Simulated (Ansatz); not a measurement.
TiAs, treated with PBE0 in Ansatz (PAW).

Settings: plane-wave cutoff 520 eV, 12×12×2 k mesh (along the axes of the cell as run), Fermi–Dirac smearing 0.03 eV, no spin polarisation, scalar-relativistic PAW data made under PBE.

Starting structure:

```xyz
8
Lattice="3.6400 0.0000 0.0000 -1.8200 3.1523 0.0000 0.0000 0.0000 12.2800" Properties=species:S:1:pos:R:3 pbc="T T T"
Ti     1.8200     1.0508     7.6750
Ti     0.0000     2.1016     1.5350
Ti     0.0000     2.1016     4.6050
Ti     1.8200     1.0508    10.7450
As     0.0000     0.0000     6.1400
As     0.0000     0.0000     0.0000
As     1.8200     1.0508     3.0700
As     0.0000     2.1016     9.2100
```

Q: Into what structure does the relaxation of cell and atoms lead at this level, with the symmetry of the start kept?

A: The volume drops by 4.3 %; final space group P6_3/mmc.
```xyz
8
Lattice="3.6089 0.0000 0.0000 -1.8045 3.1254 0.0000 0.0000 0.0000 11.9603" Properties=species:S:1:pos:R:3 pbc="T T T"
Ti     1.8045     1.0418     7.3735
Ti     0.0000     2.0836     1.3934
Ti     0.0000     2.0836     4.5868
Ti     1.8045     1.0418    10.5670
As     0.0000     0.0000     5.9802
As     0.0000     0.0000     0.0000
As     1.8045     1.0418     2.9901
As     0.0000     2.0836     8.9703
```

Ansatz is a first-principles code.
